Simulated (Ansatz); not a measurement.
Base system: SnO₂ in the rutile structure (space group P4_2/mnm, No. 136; a = 4.760 Å, c = 3.201 Å).

Method: r2SCAN (Ansatz, a first-principles code), spin-orbit coupling left out.

Before the change:

The band gap comes out as 1.77 eV. The c/a ratio is 0.672 and the shortest interatomic distance comes out as 2.059 Å.

Modification: Pb takes the place of Sn on all its sites; the structure is relaxed again.

Tabulated Pauling electronegativity and covalent radius: Sn 1.96, 1.39 Å; Pb 2.33, 1.46 Å.

Task: What does the calculation give for the band gap after the change?

Result: The band gap goes from 1.77 eV to zero.

Task: Estimate the effect on the c/a ratio.

Result: The c/a ratio goes up by 0.010, from 0.672 to 0.682.

Task: How does this affect the shortest interatomic distance?

Result: The shortest interatomic distance goes up by 0.108 Å (2.059 Å → 2.167 Å).

With Pb present, leaving out spin-orbit coupling can change the band edges. Stability against distortions was not tested. All final runs are without spin polarisation. Gaps under 0.05 eV, about the width of the smearing, are given as zero. A zero or small gap of PbO2 can be the functional's error rather than a property of the material.
